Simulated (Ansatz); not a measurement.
**What biaxial strain −0.75 %, plane normal [001], relaxed out of plane does to HfN**

Take HfN in the rock salt structure (space group Fm-3m, No. 225; a = 4.5261 Å; relaxed with 0.1 eV smearing) as the base. Axes: x, y, z lie along the cube axes.

It is then changed as follows: biaxial strain −0.75 %, plane normal [001], relaxed out of plane (Cartesian); in-plane vectors clamped, the third vector and the atoms free.

Calculations: r2SCAN (Ansatz, a program for electronic structure), scalar-relativistic without spin-orbit coupling, earlier PAW set. k-mesh 22×22×22 (Γ-centred); smearing 0.1 eV (Fermi–Dirac).

| quantity | base | changed | shift |
|---|---|---|---|
| volume per atom | 11.59 Å³ | 11.45 Å³ | -0.14 Å³ |
| space group | Fm-3m (No. 225) | I4/mmm (No. 139) | – |
| shortest interatomic distance | 2.263 Å | 2.246 Å | -0.017 Å |
| energy relative to the base (free energy F) | 0 meV/atom | +2.8 meV/atom | +2.8 meV/atom |
| pressure (mean of the normal stresses, compression positive) | 0.0 GPa | 3.6 GPa | +3.6 GPa |
| band gap | zero | zero | – |
| out-of-plane strain | – | +0.30 % | – |
| mean in-plane stress (compression positive) | – | +5.4 GPa | – |

Final structure (turned so that z lies along the plane normal):

```
HfN
1.0
    3.17645     0.00000     0.00000
    0.00000     3.17645     0.00000
    1.58823    -1.58823     2.26976
N Hf
1 1
Direct
  0.00000   0.00000   0.00000
  0.50000   0.50000   0.00000
```

Cost of the whole job for the changed cell (relaxation, final SCF and bands): very roughly 2.8 core-minutes.

Whether these cells are dynamically stable was not tested. The final runs are not spin-polarised. An odd electron count without spin: HfN.
